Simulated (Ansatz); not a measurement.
Consider NaCl₃ in the A15 (Cr3Si type) structure (space group Pm-3n, No. 223; a = 5.397 Å; a cell from a computed database, its experimental status unchecked).

Calculations: PBEsol (Ansatz, a first-principles code), no SOC.

For the base:

```
Quantity   Result
--------  -------
Pressure  0.0 GPa
Band gap     zero
```

Now apply this change: an isotropic linear strain of −0.57 %; the atoms relax in the strained cell.

Task: How does this affect the energy relative to the base?

Result: The energy increases by 0.7 meV/atom.

Task: Estimate the effect on the pressure.

Result: The pressure goes from zero to 0.7 GPa.

Task: Predict the new band gap.

Result: The band gap stays zero.

Stability against distortions was not tested. The final runs are not spin-polarised.
